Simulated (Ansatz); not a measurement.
## Hypothetical NiAs type KF, element substitutions

Consider KF in the NiAs type structure (space group P6_3/mmc, No. 194; a = 3.739 Å, c = 6.598 Å; a hypothetical phase, not in the database extracts checked).

Each row replaces one element on all its sites; cell and atoms are relaxed.

The values are results of PBE in Ansatz (plane waves to 420 eV, PAW, scalar-relativistic without spin-orbit coupling), not measurements.

| variant | band gap | electron mass | lattice parameter a |
|---|---|---|---|
| base | 5.90 eV | – | 3.739 Å |
| K → Na | 5.99 eV | 0.57 mₑ (at Γ) | 3.254 Å |
| F → Cl | … | – | 4.409 Å |
| F → I | 3.78 eV | 0.33 mₑ along c, 0.35 mₑ across (at Γ) | 4.970 Å |
| K → H | 2.46 eV | 0.22 mₑ (at Γ) | … |

**Question.** Complete the table.

**Answer.** 
- F → Cl, band gap: 4.98 eV
- K → H, lattice parameter a: 2.467 Å

Spin-orbit coupling, missing from the scalar runs, can matter with I. Effective masses come from finite differences of ±0.01 Å⁻¹. No phonon test of stability was made. As relaxed here, NaF, KCl, KI and HF are hypothetical phases, not in the database extracts checked.

Ansatz is a program for electronic structure.
